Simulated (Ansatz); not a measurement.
## Migration barriers: interstitial C in fcc Cu, neutral cell

Defect: interstitial C in fcc Cu, neutral cell. These are PBE, PAW (plane waves to 420 eV; Ansatz, a quantum-chemistry and plane-wave program) values and carry that method's errors.

32-site cell at the relaxed PBE lattice, a 2×2×2 k-point mesh shifted by half a step, smearing 0.10 eV, spin-restricted, no finite-size correction. Energies are static. Sites that were not tried may lie lower.

Barriers: single points on a 4×4×4 k-point mesh shifted by half a step at the bands' geometries (they differ from the bands' own by up to 0.34 eV, and are uncertain by about as much).

| Route | Start site over the lowest site run (eV) | Hop (Å) | Forward barrier (eV) | Backward barrier (eV) | Neighbours at the start | Neighbours at the saddle | Saddle order | Forward, on the band's own sampling (eV) |
|---|---|---|---|---|---|---|---|---|
| a direct jump of one C atom | 0.00 | 2.56 | 1.25 | 1.25 | 6 Cu at 1.93 Å | 2 Cu at 1.78, 2 Cu at 2.07, 2 Cu at 2.10 Å | not checked, on a symmetry element | 0.92 |

Paths come from climbing-image nudged elastic band runs.  A band can be held on a symmetry element, so unchecked saddle points there may be too high.
